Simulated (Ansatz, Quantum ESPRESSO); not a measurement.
**LiAg3 (Pm-3m, 4 atoms in the cell) computed with different codes at matched settings**

Self-consistent single point.

```yaml
crystal:
  lattice:
    - [4.03340, 0.00000, 0.00000]
    - [0.00000, 4.03340, 0.00000]
    - [0.00000, 0.00000, 4.03340]
  atoms:
    - { symbol: Li, position: [0.00000, 0.00000, 0.00000] }
    - { symbol: Ag, position: [0.00000, 0.50000, 0.50000] }
    - { symbol: Ag, position: [0.50000, 0.00000, 0.50000] }
    - { symbol: Ag, position: [0.50000, 0.50000, 0.00000] }
```

Shared settings, as Ansatz (a quantum-chemistry and plane-wave program) writes them: kpoints.mp_grid.grid = 8 8 8; magnetization.spin_orbit = true; scf.occupations.method = fermi_dirac; scf.occupations.width = 0.05 eV. Potentials and cutoffs stand in the table.

```tsv
code	model	pressure (GPa)	cutoff
Ansatz	PBEsol with spin-orbit coupling, PAW files made with PBE	-2.37	420 eV
Quantum ESPRESSO	PBEsol, spin-orbit coupling, PseudoDojo fully relativistic norm-conserving (PBESOL) pseudopotentials	-2.16	85 Ry
```

The spread over the programs that give each value: pressure within 0.21 GPa.

Ansatz's pressure is given at a fixed set of plane waves, as the other plane-wave codes print theirs; with its correction for the finite basis it is -2.24 GPa.

The starting cell comes from a database of computed structures (which also holds hypothetical and non-ambient phases and stackings), without a prior relaxation at this level. Its lattice was rescaled by a random factor within 2.5 % of one.

Left out of this page: Elk and SIESTA (not drawn, or without a comparable value); FLEUR (with a known weakness of the program).

Keys are those of Ansatz 0.2.
